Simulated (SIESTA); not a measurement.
# Input and output of a self-consistent single point for Nb3Sn (Pm-3n, 8 atoms in the cell) (SIESTA)

Level of theory: GGA PBE, numerical atomic orbitals DZP, PseudoDojo PBE standard norm-conserving potentials (rewritten from UPF to PSML) (SIESTA).

Input:

```
# files in the folder: Nb.psml Sn.psml (PseudoDojo PBE standard)
SystemName  Nb3Sn
SystemLabel Nb3Sn

NumberOfAtoms                8
NumberOfSpecies              2
%block ChemicalSpeciesLabel
  1 41 Nb
  2 50 Sn
%endblock ChemicalSpeciesLabel
LatticeConstant              5.400169 Ang
%block LatticeVectors
     1.000000000    0.000000000    0.000000000
     0.000000000    1.000000000    0.000000000
     0.000000000    0.000000000    1.000000000
%endblock LatticeVectors
AtomicCoordinatesFormat      Ang
%block AtomicCoordinatesAndAtomicSpecies
     1.350042250    0.000000000    2.700084500  1
     4.050126750    0.000000000    2.700084500  1
     2.700084500    4.050126750    0.000000000  1
     2.700084500    1.350042250    0.000000000  1
     0.000000000    2.700084500    4.050126750  1
     0.000000000    2.700084500    1.350042250  1
     0.000000000    0.000000000    0.000000000  2
     2.700084500    2.700084500    2.700084500  2
%endblock AtomicCoordinatesAndAtomicSpecies

XC.functional                GGA
XC.authors                   PBE
PAO.BasisSize                DZP
PAO.EnergyShift              0.01 Ry
MeshCutoff                   350 Ry
%block kgrid.MonkhorstPack
    5   0   0  0.0
    0   5   0  0.0
    0   0   5  0.0
%endblock kgrid.MonkhorstPack
OccupationFunction           MP
OccupationMPOrder            0
ElectronicTemperature        1160.45 K

MaxSCFIterations             150
SCF.Mixer.Method             Pulay
SCF.Mixer.Weight             0.1
SCF.Mixer.History            8
SCF.DM.Tolerance             1.0E-04
Diag.ParallelOverK           true
WriteForces                  true
Charge.Mulliken              end
```

Log, with long lists cut:

```
reinit: Reading from file input.fdf

reinit: System Name: Nb3Sn
reinit: System Label: Nb3Sn

coor:   Atomic-coordinates input format  =     Cartesian coordinates
coor:                                          (in Angstroms)

siesta: Atomic coordinates (Bohr) and species
siesta:      2.55121   0.00000   5.10242  1        1
siesta:      7.65363   0.00000   5.10242  1        2
siesta:      5.10242   7.65363   0.00000  1        3
siesta:      5.10242   2.55121   0.00000  1        4
siesta:      0.00000   5.10242   7.65363  1        5
siesta:      0.00000   5.10242   2.55121  1        6
siesta:      0.00000   0.00000   0.00000  2        7
siesta:      5.10242   5.10242   5.10242  2        8

siesta: System type = bulk

initatomlists: Number of atoms, orbitals, and projectors:      8   150   172

siesta: ******************** Simulation parameters ****************************
redata: Spin configuration                          = none
redata: Time-Reversal Symmetry                      = T
redata: Number of Atomic Species                    =        2
redata: Mesh Cutoff                                 =   350.0000 Ry
redata: Net charge of the system                    =     0.0000 |e|
redata: Min. number of SCF Iter                     =        0
redata: Max. number of SCF Iter                     =      150
redata: SCF convergence failure will abort job
redata: SCF mix quantity                            = Hamiltonian
redata: Mix DM or H after convergence               =   F
redata: Recompute H after scf cycle                 =   F
redata: Mix DM in first SCF step                    =   T
redata: No kicks to SCF
redata: DM Mixing Weight for Kicks                  =     0.5000
redata: Require Harris convergence for SCF          =   F
redata: Harris energy tolerance for SCF             =     0.000100 eV
redata: Require DM convergence for SCF              =   T
   [... lines left out ...]
diag: Used triangular part                          = Lower
diag: Absolute tolerance                            =  0.100E-15
diag: Orthogonalization factor                      =  0.100E-05
diag: Memory factor                                 =  1.0000

superc: Internal auxiliary supercell:     5 x     5 x     5  =     125
superc: Number of atoms, orbitals, and projectors:   1000  18750  21500

                        Single-point calculation

superc: Internal auxiliary supercell:     5 x     5 x     5  =     125
superc: Number of atoms, orbitals, and projectors:   1000  18750  21500

outcell: Unit cell vectors (Ang):
        5.400169    0.000000    0.000000
        0.000000    5.400169    0.000000
        0.000000    0.000000    5.400169

outcell: Cell vector modules (Ang)   :    5.400169    5.400169    5.400169
outcell: Cell angles (23,13,12) (deg):     90.0000     90.0000     90.0000
outcell: Cell volume (Ang**3)        :    157.4788
new_DM -- step:     1
Initializing Density Matrix...

Attempting to read DM from file... Failed...
DM filled with atomic data:

InitMesh: MESH = 64 x 64 x 64 = 262144
InitMesh: Mesh cutoff (required, used) =   350.000   388.193 Ry

stepf: Methfessel-Paxton step function
       Using Hermite-Gauss polynomials of order  0
        iscf     Eharris(eV)        E_KS(eV)     FreeEng(eV)     dDmax    Ef(eV) dHmax(eV)
   scf:    1   -14411.034820   -14445.116628   -14445.183024  1.170784 -2.839303  7.513626
   scf:    2   -14452.032863   -14448.702276   -14448.773750  0.070693 -3.075855  5.962810
   scf:    3   -14456.924692   -14454.347182   -14454.439637  0.201821 -3.905589  2.680504
   scf:    4   -14454.518943   -14454.562746   -14454.651535  0.103471 -3.888168  0.829776
   scf:    5   -14454.758092   -14454.695745   -14454.785728  0.028935 -4.008024  0.054873
   scf:    6   -14454.695458   -14454.695633   -14454.785748  0.002691 -4.026741  0.094324
   scf:    7   -14454.691598   -14454.694710   -14454.785240  0.008503 -4.044626  0.098744
   scf:    8   -14454.696473   -14454.696068   -14454.786392  0.005246 -4.031426  0.011173
   scf:    9   -14454.696094   -14454.696085   -14454.786416  0.000322 -4.032801  0.004276
   scf:   10   -14454.696091   -14454.696088   -14454.786419  0.000160 -4.033351  0.001105
   scf:   11   -14454.696088   -14454.696088   -14454.786420  0.000056 -4.033530  0.000136
SCF Convergence by DM+H criterion
max |DM_out - DM_in|         :     0.0000561389
max |H_out - H_in|      (eV) :     0.0001363076
SCF cycle converged after 11 iterations

Using DM_out to compute the final energy and forces

siesta: E_KS(eV) =           -14454.6961

siesta: E_KS - E_eggbox =    -14454.6961

siesta: Atomic forces (eV/Ang):
     1    0.000000    0.000000   -0.000000
     2   -0.000000    0.000000   -0.000000
     3    0.000000    0.000000    0.000000
     4    0.000000   -0.000000    0.000000
     5   -0.000000   -0.000000    0.000000
     6   -0.000000   -0.000000   -0.000000
     7    0.000000    0.000000    0.000000
     8   -0.000000    0.000000   -0.000000
   Tot    0.000000    0.000000    0.000000
   Max    0.000000
   Res    0.000000    sqrt( Sum f_i^2 / 3N )
   Max    0.000000    constrained

Stress tensor Voigt[x,y,z,yz,xz,xy] (kbar):       71.73       71.73       71.73        0.00        0.00        0.00
(Free)E + p*V (eV/cell)   -14461.8366
Target enthalpy (eV/cell)   -14454.7864

siesta: Program's energy decomposition (eV):
siesta: Ebs     =     -2705.146807
siesta: Eions   =     20792.349166
siesta: Ena     =      4847.785977
siesta: Ekin    =      5484.674310
siesta: Enl     =      -865.713006
siesta: Eso     =         0.000000
siesta: Edftu   =         0.000000
siesta: DEna    =       189.731593
siesta: DUscf   =         8.610391
siesta: DUext   =         0.000000
siesta: Ex      =     -3109.098262
siesta: Ec      =      -218.337926
siesta: Exc     =     -3327.436188
siesta: Eharris =    -14454.696088
siesta: Etot    =    -14454.696088
siesta: FreeEng =    -14454.786420

siesta: Stress tensor (static) (eV/Ang**3):
siesta:     0.044769    0.000000    0.000000
siesta:     0.000000    0.044769    0.000000
siesta:     0.000000    0.000000    0.044769

siesta: Cell volume =        157.478785 Ang**3

siesta: Pressure (static):
siesta:                Solid            Molecule  Units
siesta:          -0.00048759         -0.00048759  Ry/Bohr**3
siesta:          -0.04476879         -0.04476879  eV/Ang**3
siesta:         -71.72751466        -71.72751479  kBar

mulliken: Atomic and Orbital Populations:

   [... lines left out ...]

              0.034   0.018   0.082
   5 12.967   1.849   0.140   0.354   1.918   1.892   1.918   0.353   0.288
              0.353   0.850   0.737   0.788   0.737   0.662   0.018  -0.003

              0.107  -0.003   0.010
   6 12.967   1.849   0.140   0.354   1.918   1.892   1.918   0.353   0.288
              0.353   0.850   0.737   0.788   0.737   0.662   0.018  -0.003

              0.107  -0.003   0.010

Species: Sn
Atom  Qatom  Qorb
               5s      5s      5py     5pz     5px     5py     5pz     5px
               4dxy    4dyz    4dz2    4dxz    4dx2-y2 5dxy    5dyz    5dz2
               5dxz    5dx2-y2
   7 14.099   0.959   0.225   0.363   0.363   0.363   0.323   0.323   0.323
              1.998   1.998   1.994   1.998   1.994   0.189   0.189   0.154

              0.189   0.154
   8 14.099   0.959   0.225   0.363   0.363   0.363   0.323   0.323   0.323
              1.998   1.998   1.994   1.998   1.994   0.189   0.189   0.154

              0.189   0.154

mulliken: Qtot =      106.000

Mulliken Atomic Populations:
Atom #   charge [q] valence [e]  Species
     1     0.032982   12.967018  Nb
     2     0.032982   12.967018  Nb
     3     0.032982   12.967018  Nb
     4     0.032982   12.967018  Nb
     5     0.032982   12.967018  Nb
     6     0.032982   12.967018  Nb
     7    -0.098946   14.098946  Sn
     8    -0.098946   14.098946  Sn
 Total     0.000000
```

The run converged in 11 iterations.

The starting cell comes from a database of computed structures (which also holds hypothetical and non-ambient phases and stackings), without a prior relaxation at this level. Its lattice was rescaled by a random factor within 2.5 % of one. Spin polarisation is off. Values carry the incompleteness of an atom-centred basis. With a pressure of about -7 GPa the cell is away from its equilibrium volume at this level.

Cost on one core of a shared machine: roughly 2 min.
